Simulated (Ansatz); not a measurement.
Band structure of TaN (Fm-3m, 2 atoms in the cell).

```
CELL_PARAMETERS angstrom
      0.00000     2.17528     2.17528
      2.17528     0.00000     2.17528
      2.17528     2.17528     0.00000
ATOMIC_POSITIONS crystal
  Ta 0.50000 0.50000 0.50000
  N  0.00000 0.00000 0.00000
```

Method: PBE (plane waves, PAW; Ansatz, a first-principles code).

Settings: basis.ecutwfc = 30.9 Ry; kpoints.mp_grid.grid = 13 13 13; hamiltonian.xc = pbe; hamiltonian.pseudopotentials = {kind: paw} (the program's default PAW files); scf.occupations.method = gaussian; scf.occupations.width = 0.0147 Ry; kpoints.band_path.npoints = 8.

The starting cell comes from a database of computed structures (which also holds hypothetical and non-ambient phases and stackings), without a prior relaxation at this level. Its lattice was rescaled by a random factor within 2.5 % of one. Spin-orbit coupling is off. Spin polarisation is off.

Levels in eV from the Fermi level, bands 6 to 13:
```csv
point,6,7,8,9,10,11,12,13
Γ,-3.95,-3.95,-3.95,-2.22,-2.22,-2.22,0.06,0.06
X,-6.75,-5.72,-4.75,-4.75,2.22,3.72,3.72,4.85
W,-7.69,-6.95,-6.95,-0.23,-0.23,3.73,4.32,4.77
K,-7.91,-6.95,-6.38,-2.34,2.55,2.67,4.85,5.25
L,-10.67,-7.86,-7.86,1.98,1.98,2.06,3.86,7.85
U,-7.91,-6.95,-6.38,-2.34,2.55,2.67,4.85,5.25
```

Bands cross the Fermi level along this path, so the cell is metallic at this level.

Keys are those of Ansatz 0.2.
